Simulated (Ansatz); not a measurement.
Results of r²SCAN+rVV10 in Ansatz (PAW) for AlN (Fm-3m, No. 225, 2 atoms in the cell; start mp-1330; high-pressure phase).

Numerical settings: plane-wave cutoff 560 eV, 14×14×14 k mesh, Fermi–Dirac smearing 0.01 eV, scalar-relativistic PAW data made under PBE.

Cell (relaxed at this level):

AlN has the cubic space group Fm-3m (No. 225), the rock salt structure, Pearson symbol cF8. Conventional cell: a = b = c = 4.0332 Å, α = β = γ = 90.00°. Al on 4b has 6 N at 2.017 Å (octahedral). N on 4a is surrounded by 6 Al at 2.017 Å (octahedral). (Neighbours: up to the widest gap in distance over summed covalent radii, below 1.35, at either atom; cation-cation and far metal-metal contacts left out.)
(The calculation used a cell of 2 atoms; values per cell refer to that cell.)

**Question.** Estimate the band gap and smallest direct gap on the k points sampled that the calculation returns.

**Answer.** 
* **band gap**: 5.54 eV (indirect)
* **smallest direct gap on the k points sampled**: 6.56 eV

The result took about 5 core-seconds (a rough figure).

A start named mp-… is a Materials Project structure, which need not be a measured phase.

Ansatz is a first-principles code.
